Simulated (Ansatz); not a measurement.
We consider TaAgO₃ (Pm-3m, No. 221, 5 atoms in the cell; start mp-1187189), described by HSE06 in Ansatz (plane waves, PAW).

Numerical settings: plane-wave cutoff 520 eV, 6×6×6 k mesh, no spin polarisation, scalar-relativistic PAW data made under PBE.

Computed at the level's own relaxed cell.

Hill averages of the elastic tensor: K = 226.5 GPa, G = 105.3 GPa. Volume 12.394 Å³/atom, mean atomic mass 67.363 u.

Q: Work out the density, the sound velocities of a polycrystal and the elastic Debye temperature at this level.

A: ρ = 1.66054 × 67.363/12.394 = 9.025 g/cm³. v_l = √[(K + 4G/3)/ρ] = 6.376 km/s and v_t = √(G/ρ) = 3.416 km/s. The mean follows from 3/v_m³ = 1/v_l³ + 2/v_t³: v_m = 3.815 km/s. Θ_D = (ħ/k_B) v_m (6π²/V)^(1/3) = 76.38 K Å s/km × 3.815 × 1.6843 Å⁻¹ = 491 K, counting all atoms of the cell.

Note: the relaxation could not lower the start's symmetry, so the cell can be a saddle point above a distorted one.

A start named mp-… is a Materials Project structure, which need not be a measured phase.

Ansatz is a program for electronic structure.
